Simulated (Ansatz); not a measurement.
## C, carrier doping

Take C in the diamond structure (space group Fd-3m, No. 227; a = 3.5603 Å) as the base.

Carriers are added at fixed cell with a uniform background; the Fermi–Dirac width is that of 300 K.

Computed with r2SCAN (Ansatz, a first-principles code, PAW, without spin-orbit coupling), earlier PAW set.

Candidates:
(a) electrons 2.0×10^22 cm⁻³
(b) holes 1.5×10^21 cm⁻³
(c) holes 7.0×10^21 cm⁻³
(d) electrons 1.5×10^21 cm⁻³
(e) electrons 7.0×10^21 cm⁻³

Before the change:

| Quantity | Value |
|---|---|
| Gap between the host's bands | 4.36 eV |

Order them by gap between the host's bands, lowest first.

(a) electrons 2.0×10^22 cm⁻³ (4.25 eV), (e) electrons 7.0×10^21 cm⁻³ (4.32 eV), (d) electrons 1.5×10^21 cm⁻³ (4.35 eV), (b) holes 1.5×10^21 cm⁻³ (4.37 eV), (c) holes 7.0×10^21 cm⁻³ (4.43 eV)

Carriers are added with a uniform compensating background; total energy and stress of such cells depend on the potential's zero and are not compared; many-body gap narrowing is missing at this level. No phonon test of stability was made.
